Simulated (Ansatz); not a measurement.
An Ansatz (a program for electronic structure) input (Ansatz r2SCAN, no spin-orbit coupling):

Ansatz 0.2 input:
```yaml
crystal:
  lattice:
    - [3.6149245517, 0, 0]
    - [0, 3.6149245517, 0]
    - [0, 0, 17.556137664]
  atoms:
    - { symbol: Cl, position: [0.25, -0.25, 0.4272010247] }
    - { symbol: Li, position: [0.75, 0.25, 0.4272010247] }
    - { symbol: Cl, position: [0.75, -0.75, 0.5727989753] }
    - { symbol: Li, position: [1.25, -0.25, 0.5727989753] }
basis: { ecutwfc: 500, ecutrho_ratio: 4, xc_grid: 4, fft_grid_basis: typed }
kpoints: { mp_grid: { grid: [9, 9, 1] } }
hamiltonian:
  xc: r2scan
  dispersion: none
  pseudopotentials: { kind: paw }
scf: { occupations: { method: fermi_dirac, width: 0.05 }, convergence: { dr2_threshold: 0.0000000004 } }
relax: { f_tol: 0.01, max_steps: 50 }
output: { forces: true, stress: true }
checkpoint: { write: state.ck, write_every: 1000 }
```

Which symmetry and how many k-points will the program report, and about how many plane waves at Γ?

Space group P4/nmm (ITA 129) with 16 operations, k-points 15 of 81, and 5865 plane waves at Γ.

No phonon test of stability was made. The cell was made from LiCl in the rock salt structure (space group Fm-3m, No. 225) by this change: a free-standing slab of 2 layers (4 atoms, 2 a layer) is cut normal to the z axis, with 15 Å of vacuum and the in-plane cell held at bulk.
